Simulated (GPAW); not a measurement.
Input and output of a self-consistent single point for AlNi (Pm-3m, 2 atoms in the cell) (GPAW).

Method: LDA (Perdew-Wang 92), GPAW PAW datasets LDA (gpaw-data 1.0.1) (plane waves; GPAW).

```xyz
2
Lattice="2.8669 0.0000 0.0000 0.0000 2.8669 0.0000 0.0000 0.0000 2.8669" Properties=species:S:1:pos:R:3 pbc="T T T"
Al     1.4334     1.4334     1.4334
Ni     0.0000     0.0000     0.0000
```

Reference input (self-consistent single point, DFT PBE, plane waves, GPAW PAW datasets PBE (gpaw-data 1.0.1)): mode = pw; ecut = 800 eV; xc = PBE; kpts = 11 11 11; mesh shift (steps) = 0 0 0; occupations.name = methfessel-paxton; occupations.width = 0.136 eV; occupations.order = 0; nbands = -8; convergence.density = 1e-05 e/electron; symmetry.symmorphic = false; symmetry.tolerance = 0.0005. This run's input differs from it in these lines:

```diff
@@ -13,3 +13,3 @@
 calc = GPAW(mode={'name': 'pw', 'ecut': 800},
-            xc='PBE',
+            xc='LDA',
             kpts=(11, 11, 11),
```

Its files differ too (potentials: GPAW PAW datasets LDA (gpaw-data 1.0.1)).

Log, with long lists cut:

```
     iter     time        total  log10-change:
                         energy   eigst   dens
iter:   1 --:--:--   -14.256402
iter:   2 --:--:--   -14.120595   -0.43  -1.45
iter:   3 --:--:--   -13.995200   -1.13  -1.52
iter:   4 --:--:--   -14.052430   -1.89  -1.57
iter:   5 --:--:--   -14.004873   -2.69  -1.78
iter:   6 --:--:--   -14.074627   -2.81  -2.18
iter:   7 --:--:--   -14.007467   -2.62  -1.89
iter:   8 --:--:--   -14.007426   -4.78  -3.20
iter:   9 --:--:--   -14.007402c  -6.31  -3.90
iter:  10 --:--:--   -14.007399c  -6.60  -3.84
iter:  11 --:--:--   -14.007407c  -6.88  -4.05
iter:  12 --:--:--   -14.007407c  -8.59c -5.13c
Converged after 12 iterations.

Dipole moment: (-0.000000, -0.000000, -0.000000) |e|*Ang

Energy contributions relative to reference atoms: (reference = -47879.017177)

Kinetic:        +11.984880
Potential:       -7.027653
External:        +0.000000
XC:             -19.025853
Entropy (-ST):   -0.010117
Local:           +0.066278
SIC:             +0.000000
--------------------------
Free energy:    -14.012465
Extrapolated:   -14.007407

Showing only first 2 kpts
 Kpt  Band  Eigenvalues  Occupancy
  0     7      7.32683    2.00000
  0     8      7.32683    2.00000
  0     9     14.37712    0.00000
  0    10     14.37712    0.00000

  1     7      7.25800    2.00000
  1     8      7.33447    2.00000
  1     9     13.01567    0.00000
  1    10     14.58239    0.00000

Fermi level: 8.90146

No gap
No difference between direct/indirect transitions
Energy (eV): -14.007407

Forces in eV/Ang:
  0 Al    0.00000    0.00000    0.00000
  1 Ni    0.00000    0.00000    0.00000

Stress tensor:
     0.032136     0.000000     0.000000
     0.000000     0.032136     0.000000
     0.000000     0.000000     0.032136
Stress (GPa, Voigt): [5.1488 5.1488 5.1488 0.     0.     0.    ]
```

The run converged in 12 iterations. GPAW prints stress with tension positive. Against the reference run the pressure goes from 5.80 to -5.15 GPa.

The starting cell comes from a database of computed structures (which also holds hypothetical and non-ambient phases and stackings), without a prior relaxation at this level. Its lattice was rescaled by a random factor within 2.5 % of one. Spin polarisation is off. With a pressure of about -5 GPa the cell is away from its equilibrium volume at this level.
